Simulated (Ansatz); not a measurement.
Start from Zr₃N₄ (space group R-3m, No. 166; a = 3.4165 Å, c = 25.0059 Å (hexagonal axes); a cell from a computed database, its experimental status unchecked). Axes: x lies along a and z along c of the hexagonal cell.

Method: PBEsol (Ansatz, an electronic-structure program; PAW; 420 eV plane waves; no spin-orbit coupling).

One thing is altered: compressive biaxial strain of 1.75 % in the plane normal to [001], as in epitaxy on a mismatched substrate; the out-of-plane cell vector and the atoms relax.

Predict the new energy relative to the base.

The energy grows by 11 meV/atom.

How does this affect the out-of-plane strain?

The out-of-plane strain comes out as +1.70 %.

What does the calculation give for the in-plane stress after the change?

The mean in-plane stress (compression positive) amounts to +8.5 GPa.

No phonon test of stability was made.
